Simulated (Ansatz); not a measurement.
**What uniaxial strain ε_zz = +1.00 % does to MgB2**

Consider MgB$_{2}$ (space group P6/mmm, No. 191; a = 3.0753 Å, c = 3.5248 Å; relaxed with 0.1 eV smearing). Axes: x lies along a and z along c of the hexagonal cell.

Perturbation: uniaxial strain ε_zz = +1.00 %, all other strain components held at zero, atoms relaxed at fixed cell.

Computed with Ansatz (a program for electronic structure), PBE, PAW, cutoff 420 eV, without spin-orbit coupling. Settings: 22×22×16 k-points, 0.1 eV Fermi–Dirac smearing.

| quantity | base | changed | shift |
|---|---|---|---|
| space group | P6/mmm (No. 191) | P6/mmm (No. 191) | – |
| shortest interatomic distance | 1.776 Å | 1.776 Å | 0.000 Å |
| energy relative to the base (free energy F) | 0 meV/atom | +0.8 meV/atom | +0.8 meV/atom |
| pressure (mean of the normal stresses, compression positive) | 0.0 GPa | -1.1 GPa | -1.1 GPa |
| band gap | zero | zero | – |
| stress (xx, yy, zz, yz, xz, xy; compression positive) | – | (-0.3, -0.3, -2.6, 0.0, 0.0, 0.0) GPa | – |

Final structure:

```yaml
crystal:
  lattice:
    - [3.07530, 0.00000, 0.00000]
    - [-1.53765, 2.66329, 0.00000]
    - [0.00000, 0.00000, 3.56007]
  atoms:
    - { symbol: Mg, position: [0.00000, 0.00000, 0.00000] }
    - { symbol: B, position: [0.66667, 0.33333, 0.50000] }
    - { symbol: B, position: [0.33333, 0.66667, 0.50000] }
```

No phonon test of stability was made. The final runs are not spin-polarised.
